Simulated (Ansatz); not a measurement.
Consider Ge in the diamond structure (space group Fd-3m, No. 227; a = 5.676 Å).

Computed with PBEsol/PAW in Ansatz (a program for electronic structure), no SOC, earlier PAW set.

One change was made to it. Results:

```json
[
 {"quantity": "band gap", "base": "zero", "after": "0.47 eV"},
 {"quantity": "lattice parameter a", "base": "5.676 Å", "after": "5.434 Å"}
]
```

What was done to the base?
A) Ge → Hg
B) Ge → Si
C) Ge → Pb

B, Ge → Si. For comparison, the band gap in the other runs: Ge → Hg gives zero; Ge → Pb gives zero.

Stability against distortions was not tested. As relaxed here, Hg is a hypothetical phase, not in the database extracts checked. For Pb in this form, whether it has been made was not checked. This is not the structure that Pb has at room temperature and ambient pressure. A zero or small gap of Ge can be the functional's error rather than a property of the material.
